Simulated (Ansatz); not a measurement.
For NbCuN2 (model structure, started from the TaCuN2 type, R-3m, No. 166, 4 atoms in the cell), PBEsol in Ansatz (plane waves, PAW) gives:

```
Property                Value
-------------------  --------
lattice parameter a   3.121 Å
c axis length        17.302 Å
bulk modulus          209 GPa
band gap              0.15 eV
```

Problem. What does r²SCAN (Ansatz, a first-principles code, PAW) give for the same quantities?

Solution. 
- lattice constant a: 3.145 Å (increases by 0.8 %)
- lattice parameter c: 17.350 Å (goes up by 0.3 %)
- bulk modulus: 208 GPa (stays essentially unchanged)
- band gap: 0.46 eV (grows by 0.31 eV)

Changes are worked out from the printed values.

Unless a cell is named, each level is at its own relaxed cell (PBEsol 12.17, r²SCAN 12.38 Å³/atom).

Levels without +SOC have no spin–orbit coupling; where heavier elements are present it shifts gaps, mostly down, and can invert bands. Density-functional gaps are differences of (generalised) Kohn–Sham levels.

Caveats: the bulk modulus is −V dP/dV from two relaxed cells at ±2 % in volume (PBEsol, r²SCAN). Ansatz's density-functional and Hartree–Fock values are scalar-relativistic unless marked +SOC, with PAW data made under PBE.

A model structure was made by putting elements into a prototype or built by hand; it is no filed structure, need not be a known phase, and can be a saddle point held by its symmetry.
